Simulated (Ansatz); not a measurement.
# MoS2: thickness series

The reference is MoS₂ in the 2H-MoS2 type structure (space group P6_3/mmc, No. 194; layered, stacked along the Cartesian z axis).

MoS₂ is modelled in the hexagonal space group P6₃/mmc (No. 194), Pearson symbol hP6. Lattice parameters: a = b = 3.109 Å, c = 11.709 Å, α = β = 90.00°, γ = 120.00°. Mo on 2c is surrounded by 6 S at 2.380 Å (trigonal prismatic). S on 4f sees 3 Mo at 2.380 Å (trigonal pyramidal). (Neighbours: up to the widest gap in distance over summed covalent radii, below 1.35, at either atom; cation-cation and far metal-metal contacts left out.)

Free-standing slabs (3 atom(s) a layer) normal to the stacking axis with 15 Å of vacuum; in-plane cell relaxed.

Levels (all Ansatz, an electronic-structure program, PAW): PBEsol-D3(BJ) (420 eV, without spin-orbit coupling); r2SCAN (500 eV, scalar-relativistic without spin-orbit coupling); HSE06 (420 eV, without spin-orbit coupling).

Band gaps by level, all at the geometries relaxed with PBEsol-D3(BJ):

```tsv
case	PBEsol-D3(BJ)	r2SCAN	HSE06
base	0.52 eV	0.68 eV	1.09 eV
1 layer	1.90 eV	2.01 eV	2.39 eV
2 layers	1.02 eV	[?]	1.63 eV
3 layers	0.79 eV	[?]	1.39 eV
```

Question: What belongs in the blanks?

Answer: 
- 2 layers, r2SCAN: 1.18 eV
- 3 layers, r2SCAN: 0.95 eV

Single points use the geometry relaxed with PBEsol-D3(BJ). HSE06 gaps are upper bounds (no full band path). Whether these cells are dynamically stable was not tested.
